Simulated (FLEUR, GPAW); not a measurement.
A GPAW input for a self-consistent single point of MgSe (Fm-3m, 2 atoms in the cell) (DFT PBEsol, plane waves, GPAW PAW datasets PBEsol (made by gpaw-setup)):

```python
from ase import Atoms
from ase.units import GPa
from gpaw import GPAW, PW

atoms = Atoms(['Mg', 'Se'],
              cell=[[0.000000, 2.702561, 2.702561],
                    [2.702561, 0.000000, 2.702561],
                    [2.702561, 2.702561, 0.000000]],
              positions=[[0.000000, 0.000000, 0.000000],
                         [2.702561, 2.702561, 2.702561]],
              pbc=True)

calc = GPAW(mode=PW(850),
            xc='PBEsol',
            kpts=(9, 9, 9),
            occupations={'name': 'fixed-uniform'},
            nbands=-4,
            convergence={'density': 1e-05, 'bands': -2},
            symmetry={'symmorphic': False, 'tolerance': 0.0005},
            maxiter=150)

atoms.calc = calc

energy = atoms.get_potential_energy()
print('Energy (eV):', round(energy, 6))
forces = atoms.get_forces()
print('Forces (eV/Ang):')
print(forces.round(5))
stress = atoms.get_stress()
print('Stress (GPa, Voigt):', (stress / GPa).round(4))
```

Task: Translate this input to FLEUR.

Result: This is the input that was run; spellings and numerical settings could be chosen otherwise.

Input of the input generator:

```
MgSe crystal
&input film=f /
0.0000000000 5.1071001251 5.1071001251
5.1071001251 -0.0000000000 5.1071001251
5.1071001251 5.1071001251 -0.0000000000
1.0
1.0 1.0 1.0

2
12 0.0000000000 0.0000000000 0.0000000000
34 0.5000000000 0.5000000000 0.5000000000

&comp jspins=1 /
&exco xctyp='PBEs' /
&kpt div1=9 div2=9 div3=9 /
&end /
```

```xml
<?xml version="1.0" encoding="UTF-8" standalone="no"?>
<fleurInput fleurInputVersion="0.39">
   <comment>
      MgSe crystal                                                                                        
   </comment>
   <calculationSetup>
      <cutoffs Kmax="4.3" Gmax="17.2" GmaxXC="17.2" numbands="0"/>
      <scfLoop itmax="100" minDistance="0.00001" maxIterBroyd="25" imix="Anderson" alpha="0.05" precondParam="0.0" spinf="2.0"/>
      <coreElectrons ctail="T" frcor="F" kcrel="0" coretail_lmax="0"/>
      <xcFunctional name="PBEs" relativisticCorrections="F"/>
      <magnetism jspins="1"/>
      <soc l_soc="F" theta="0.0" phi="0.0" spav="F"/>
      <expertModes spex="0" secvar="F"/>
      <geometryOptimization l_f="T" forcealpha="1.0" forcemix="BFGS" epsdisp="0.00001" epsforce="0.00001"/>
      <ldaU l_linMix="F" mixParam="0.05" spinf="1.0"/>
   </calculationSetup>
   <cell>
      <bzIntegration valenceElectrons="26.0" mode="hist" fermiSmearingEnergy="0.0001">
         <kPointListSelection listName="default-1"/>
         <!-- k-points included here -->
         <xi:include xmlns:xi="http://www.w3.org/2001/XInclude" href="kpts.xml"> </xi:include>
      </bzIntegration>
      <!-- symmetry operations included here -->
      <xi:include xmlns:xi="http://www.w3.org/2001/XInclude" href="sym.xml"> </xi:include>
      <bulkLattice scale="1.0">
         <bravaisMatrix>
            <row-1>    0.0000000000000000     5.1071001250999997     5.1071001250999997</row-1>
            <row-2>    5.1071001250999997     0.0000000000000000     5.1071001250999997</row-2>
            <row-3>    5.1071001250999997     5.1071001250999997     0.0000000000000000</row-3>
         </bravaisMatrix>
      </bulkLattice>
   </cell>
   <atomSpecies>
      <species name="Magnesium (Mg)" element="Mg" atomicNumber="12">
         <mtSphere radius="1.89" gridPoints="651" logIncrement="0.017"/>
         <atomicCutoffs lmax="8" lnonsphr="6"/>
         <electronConfig flipSpins="F">
            <coreConfig>(1s1/2)</coreConfig>
            <valenceConfig>(2s1/2) (2p1/2) (2p3/2) (3s1/2)</valenceConfig>
         </electronConfig>
         <energyParameters s="3" p="3" d="3" f="4"/>
         <lo type="SCLO" l="0" n="2" eDeriv="0"/>
         <lo type="SCLO" l="1" n="2" eDeriv="0"/>
      </species>
      <species name="Selenium (Se)" element="Se" atomicNumber="34">
         <mtSphere radius="2.68" gridPoints="925" logIncrement="0.014"/>
         <atomicCutoffs lmax="10" lnonsphr="8"/>
         <electronConfig flipSpins="F">
            <coreConfig>(1s1/2) (2s1/2) (2p1/2) (2p3/2) (3s1/2) (3p1/2) (3p3/2)</coreConfig>
            <valenceConfig>(4s1/2) (3d3/2) (3d5/2) (4p1/2) (4p3/2)</valenceConfig>
            <stateOccupation state="(4p1/2)" spinUp="0.6666666666667" spinDown="0.6666666666667"/>
            <stateOccupation state="(4p3/2)" spinUp="1.3333333333333" spinDown="1.3333333333333"/>
         </electronConfig>
         <energyParameters s="4" p="4" d="3" f="4"/>
         <lo type="HELO" l="2" n="4" eDeriv="0"/>
      </species>
   </atomSpecies>
   <atomGroups>
      <atomGroup species="Magnesium (Mg)">
         <relPos label="                   1">.0000000000 .0000000000 .0000000000</relPos>
         <force calculate="T" relaxXYZ="TTT"/>
      </atomGroup>
      <atomGroup species="Selenium (Se)">
         <relPos label="                   2">1.000/2.000 1.000/2.000 1.000/2.000</relPos>
         <force calculate="T" relaxXYZ="TTT"/>
      </atomGroup>
   </atomGroups>
   <output dos="F" band="F" slice="F">
      <checks vchk="F" cdinf="F"/>
      <bandDOS minEnergy="-.5*Htr" maxEnergy="0.5*Htr" sigma="0.015" storeEVData="T"/>
      <vacuumDOS vacdos="F" integ="F" star="F" nstars="0" locx1="0.0" locy1="0.0" locx2="0.0" locy2="0.0" nstm="0" tworkf="0.0"/>
      <unfoldingBand unfoldBand="F" supercellX="1" supercellY="1" supercellZ="1"/>
      <plotting iplot="0" polar="F">
         <plot TwoD="T" vec1="  1.0  0.0  0.0" vec2="  0.0  1.0  0.0" vec3="  0.0  0.0  1.0" zero="  0.0  0.0  0.0" file="plot"/>
      </plotting>
      <chargeDensitySlicing numkpt="0" minEigenval="0.0" maxEigenval="0.0" nnne="0" pallst="F"/>
      <specialOutput eonly="F"/>
      <magneticCircularDichroism mcd="F" energyLo="-10.0" energyUp="0.0"/>
   </output>
  <!-- We include the file relax.xml here to enable relaxations (see documentation) -->
  <xi:include xmlns:xi="http://www.w3.org/2001/XInclude" href="relax.xml"> <xi:fallback/> </xi:include>
</fleurInput>
```

Basis, cutoffs, solver keys and any potentials are the target program's own. This input uses DFT, PBEsol, all-electron FLAPW (FLEUR), scalar-relativistic valence. Both were run: gap on the mesh 1.948 eV in GPAW and 2.163 in FLEUR.

On GPAW: the starting cell comes from a database of computed structures (which also holds hypothetical and non-ambient phases and stackings), without a prior relaxation at this level. Its lattice was rescaled by a random factor within 2.5 % of one.

On FLEUR: the starting cell comes from a database of computed structures (which also holds hypothetical and non-ambient phases and stackings), without a prior relaxation at this level. Its lattice was rescaled by a random factor within 2.5 % of one. Values depend on the basis (sphere radii, cutoffs, local orbitals), which need not be converged.
